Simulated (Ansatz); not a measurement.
The reference is HfO2 in the rutile structure (space group P4_2/mnm, No. 136; a = 4.830 Å, c = 3.210 Å; a cell from a computed database, its experimental status unchecked).

The change: a hydrostatic pressure of 0.7 GPa.

Levels (all Ansatz, a program for electronic structure, PAW): PBEsol (420 eV, no SOC); HSE06 (420 eV, no SOC).

The geometry is relaxed with PBEsol.

* **PBEsol band gap**: 3.90 eV

Task: What does HSE06 give at this geometry for the band gap?

Result: The band gap goes up by 1.77 eV to 5.67 eV.

Single points use the geometry relaxed with PBEsol. Spin-orbit coupling, missing from the scalar runs, can matter with Hf. Load acts through the strain it causes; cell and atoms are relaxed under it. Whether these cells are dynamically stable was not tested. This is not the structure that HfO2 has at room temperature and ambient pressure.
